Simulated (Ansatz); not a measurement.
# Migration barriers: Mo-vacancy pair in fcc Cu, neutral cell

System: Mo-vacancy pair (Mo on one host Cu site, one Cu site vacant) in fcc Cu (neutral cell). The numbers are results of PBE, PAW (plane waves to 420 eV; Ansatz, a quantum-chemistry and plane-wave program), not measurements.

Settings: 32 host sites, the relaxed PBE lattice, a 2×2×2 k-point mesh shifted by half a step, smearing 0.10 eV, spin-restricted, no image-charge correction. No zero-point or tunnelling terms. Forms of the defect that were not tried may lie lower.

Barriers: single points on a 4×4×4 k-point mesh shifted by half a step at the bands' geometries (they differ from the bands' own by up to 0.12 eV, and are uncertain by about as much).

```json
[
 {"Route": "one Cu atom jumps into the vacancy from a nearby Cu site (Mo-vacancy distance between ideal sites 2.57 → 3.63 Å)", "Start site over the lowest site run (eV)": "0.00", "Hop (Å)": "2.47", "Forward barrier (eV)": "0.65", "Backward barrier (eV)": "0.66", "Neighbours at the start": "2 Cu at 2.53, 2 Cu at 2.54, Cu at 2.55, 3 Cu at 2.58, 2 Cu at 2.60, Cu at 2.63 Å", "Neighbours at the saddle": "2 Cu at 2.37, 2 Cu at 2.38, Cu at 2.77, Cu at 2.79, Cu at 2.81; Mo at 2.75 Å", "Saddle order": "not checked, on a symmetry element", "Forward, on the band's own sampling (eV)": "0.54"},
 {"Route": "the Mo atom itself jumps into the vacancy (Mo-vacancy distance between ideal sites 2.57 Å throughout)", "Start site over the lowest site run (eV)": "0.00", "Hop (Å)": "2.36", "Forward barrier (eV)": "0.86", "Backward barrier (eV)": "0.86", "Neighbours at the start": "4 Cu at 2.56, 2 Cu at 2.59, 4 Cu at 2.63, Cu at 2.65 Å", "Neighbours at the saddle": "4 Cu at 2.47, 4 Cu at 2.79 Å", "Saddle order": "not checked, on a symmetry element", "Forward, on the band's own sampling (eV)": "0.97"}
]
```

Paths come from climbing-image nudged elastic band runs. Of the routes that converged and passed our checks, the lowest saddle point lies 0.66 eV above the lowest of the sites run (one Cu atom jumps into the vacancy from a nearby Cu site (Mo-vacancy distance between ideal sites 2.57 → 3.63 Å)); other sites, such as split forms, and other routes may lie lower. A band can be held on a symmetry element, so unchecked saddle points there may be too high.

The whole set of runs took very roughly 2.6 core-hours.
